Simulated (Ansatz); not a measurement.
## A computed series for CoPtO2: pressure series

Start from CoPtO$_{2}$ (space group R-3m, No. 166; a = 2.854 Å, c = 17.904 Å (hexagonal axes); non-magnetic).

Cell and atoms are relaxed at each pressure.

The values are results of PBE/PAW in Ansatz (an electronic-structure program), without spin-orbit coupling, not measurements.

Notes on the quantities. enthalpy: H = E + PV relative to the base's energy.

```
change                 enthalpy      density
----------------  -------------  -----------
base                          –  11.28 g/cm³
pressure −2 GPa   -0.13 eV/atom  11.18 g/cm³
pressure −1 GPa   -0.07 eV/atom  11.23 g/cm³
pressure 0.3 GPa  +0.02 eV/atom  11.30 g/cm³
pressure 0.7 GPa  +0.05 eV/atom  11.32 g/cm³
pressure 1.5 GPa  +0.10 eV/atom  11.36 g/cm³
pressure 3 GPa    +0.20 eV/atom  11.43 g/cm³
pressure 5 GPa    +0.32 eV/atom  11.52 g/cm³
pressure 7.5 GPa  +0.48 eV/atom  11.64 g/cm³
pressure 10 GPa   +0.64 eV/atom  11.75 g/cm³
```

Load acts through the strain it causes; cell and atoms are relaxed under it. Stability against distortions was not tested. No other phases were tried under pressure. Starting moments died away, wholly or in part, for the base; another magnetic solution may exist. No Hubbard U is applied and the magnetic state is the run's own (CoPtO2 not spin-polarised; CoPtO2 non-magnetic); other magnetic orders, which need larger cells, were not tried and can change the gap. The final runs are not spin-polarised. An odd electron count without spin: CoPtO2.
